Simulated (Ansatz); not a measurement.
Zr3N4 (space group I-43d, No. 220)

```cif
data_N8Zr6
_chemical_formula_sum 'Zr6 N8'
_space_group_name_H-M_alt 'P 1'
_space_group_IT_number 1
_cell_length_a 5.87387
_cell_length_b 5.87387
_cell_length_c 5.87387
_cell_angle_alpha 109.471
_cell_angle_beta 109.471
_cell_angle_gamma 109.471
loop_
_space_group_symop_operation_xyz
  'x, y, z'
loop_
_atom_site_label
_atom_site_type_symbol
_atom_site_fract_x
_atom_site_fract_y
_atom_site_fract_z
_atom_site_occupancy
Zr1 Zr 0.87500 0.12500 0.75000 1
Zr2 Zr 0.62500 0.37500 0.25000 1
Zr3 Zr 0.75000 0.87500 0.12500 1
Zr4 Zr 0.25000 0.62500 0.37500 1
Zr5 Zr 0.12500 0.75000 0.87500 1
Zr6 Zr 0.37500 0.25000 0.62500 1
N1 N 0.63394 0.63394 0.63394 1
N2 N 0.36606 0.50000 0.00000 1
N3 N 0.50000 0.00000 0.86606 1
N4 N 0.00000 0.36606 0.50000 1
N5 N 0.86606 0.50000 0.00000 1
N6 N 0.13394 0.13394 0.13394 1
N7 N 0.00000 0.86606 0.50000 1
N8 N 0.50000 0.00000 0.36606 1
```

Level of theory: PBE (Ansatz, a program for electronic structure; PAW; 420 eV plane waves; no spin-orbit coupling). Γ-centred 6×6×6 mesh, Fermi–Dirac width 0.05 eV.

```json
{
 "volume_per_atom": "11.14 Å³",
 "density": "7.02 g/cm³",
 "band_gap": "0.70 eV, direct at Γ",
 "Electron mass (degenerate bands, along [100])": "0.34, 0.44 mₑ",
 "Hole mass (degenerate bands, along [100])": "0.23, 1.7, 1.7 mₑ",
 "total_energy": "-2013.992 eV/atom (σ→0; compares only within this code and set-up)"
}
```

Masses are band curvatures over ±0.01 Å⁻¹ around the edge. Stability against distortions was not tested.
